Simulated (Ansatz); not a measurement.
**metastable zinc-blende AlN: the defect Mn on the Al site**

Calculation: PBE, PAW (plane waves to 420 eV; Ansatz, an electronic-structure program). The supercell holds 64 host sites (2×2×2 repeats of the unit cell), with a 2×2×2 shifted k-point sampling for the final energies. Site at the start: the Al site. Energies of charged states are corrected for periodic images (point charge plus alignment at distant sites). Dielectric constants: PBE linear response of the host. Host gap at this level: 3.31 eV. Finite-size and sampling errors can reach tenths of an eV here. Levels are measured in PBE's own, too narrow, gap. Spin–orbit coupling is left out, and no Hubbard U is applied to the open shells. Each state is the lowest found from its start.

Formation energies E_f are given with the Fermi level at the valence-band maximum. Chemical conditions: Al-rich (Δμ(Al) = 0.00 eV, Δμ(Mn) = -1.24 eV, bounded by MnAl12 (Im-3); only phases computed here count, gases as isolated molecules at 0 K); N-rich (Δμ(Al) = -2.69 eV, Δμ(Mn) = -0.44 eV, bounded by Mn2N (Pbcn); only phases computed here count, gases as isolated molecules at 0 K). Reference phases: Al: fcc Al, Mn: fcc-type Mn, layered antiferromagnet.

```csv
charge,moment (μB),largest move off a lattice site (Å),image correction with alignment (eV),"E_f, Al-rich (eV)","E_f, N-rich (eV)",above the lowest spin state (eV)
+1,3.0,0.06,0.38,3.34,-0.16,0.00
+1,3.0,0.06,0.38,3.34,-0.16,0.00
0,4.0,0.08,0.00,4.75,1.25,0.00
0,not spin-polarised,0.01,0.00,5.89,2.40,1.15
−1,5.0,0.14,0.08,6.77,3.27,0.00
−1,5.0,0.14,0.08,6.77,3.27,0.00
−2†,4.0,0.17,0.60,–,–,0.00
−2*,not spin-polarised,0.09,–,–,–,2.37
```

* At this level the carrier isn't localised at the defect: . Such a state is shallow or no state of the defect, and this cell gives it no level.

† Not settled in this cell, so no level is given: charge −2: carriers not clearly localised, level within 0.1 eV of a band edge or past it.

Starting moments that weren't kept: charge +1 began with 1 μB and ended with 3.0; charge −1 began with 1 μB and ended with 5.0.

Transition levels above the valence-band maximum: ε(+1/0) = 1.40 eV; ε(0/−1) = 2.02 eV. With a charge missing or unsettled, these needn't be thermodynamic levels.

Flagged in the runs: a doubtful potential alignment.
